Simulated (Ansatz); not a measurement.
CaTiO3 (Pnma, No. 62), treated with PBEsol (Ansatz, a quantum-chemistry and plane-wave program, PAW).

Run with plane-wave cutoff 520 eV, 6×6×6 k mesh, Fermi–Dirac smearing 0.01 eV, no spin polarisation, scalar-relativistic PAW data made under PBE.

Shape and atoms are relaxed at each volume.

The direct gap at Γ against volume; x = 100 ln(V/11.013 Å³). One gap is withheld.

```csv
V (Å³/atom),x,gap (eV)
10.573,-4.08,2.490
10.793,-2.02,2.459
11.013,0.00,2.428
11.233,1.98,2.397
11.454,3.93,?
```

Problem. Fit a straight line to the rows shown, give the volume deformation potential and predict the withheld gap.

Solution. Means of the 4 rows: x̄ = -1.030, ȳ = 2.4435 eV. Σ(x − x̄)(y − ȳ) = -0.3131 and Σ(x − x̄)² = 20.404, so the slope is -0.0153 eV per unit of x, and dE_g/d ln V = -1.5 eV. At x = 3.93: 2.4435 + (-0.0153) × (3.93 − (-1.030)) = 2.368 eV. The run gives 2.363 eV, 0.005 eV below the line.

Note: the relaxation could not lower the start's symmetry, so the cell can be a saddle point above a distorted one.
